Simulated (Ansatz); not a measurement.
# Pressure series in HfB2

Consider HfB2 (space group P6/mmm, No. 191; a = 3.146 Å, c = 3.486 Å).

Cell and atoms are relaxed at each pressure.

Computed with PBE, PAW, 420 eV (Ansatz, a quantum-chemistry and plane-wave program; no SOC).

Notes on the quantities. enthalpy: H = E + PV relative to the base's energy.

```
change            lattice parameter a       enthalpy
----------------  -------------------  -------------
base                          3.146 Å              –
pressure −2 GPa               3.153 Å  -0.12 eV/atom
pressure −1 GPa               3.149 Å  -0.06 eV/atom
pressure 0.3 GPa              3.145 Å  +0.02 eV/atom
pressure 0.7 GPa              3.143 Å  +0.04 eV/atom
pressure 1.5 GPa              3.140 Å  +0.09 eV/atom
pressure 3 GPa                3.134 Å  +0.19 eV/atom
pressure 5 GPa                3.127 Å  +0.31 eV/atom
pressure 7.5 GPa              3.118 Å  +0.46 eV/atom
pressure 10 GPa               3.110 Å  +0.61 eV/atom
```

Load acts through the strain it causes; cell and atoms are relaxed under it. No phonon test of stability was made. No other phases were tried under pressure. The final runs are not spin-polarised.
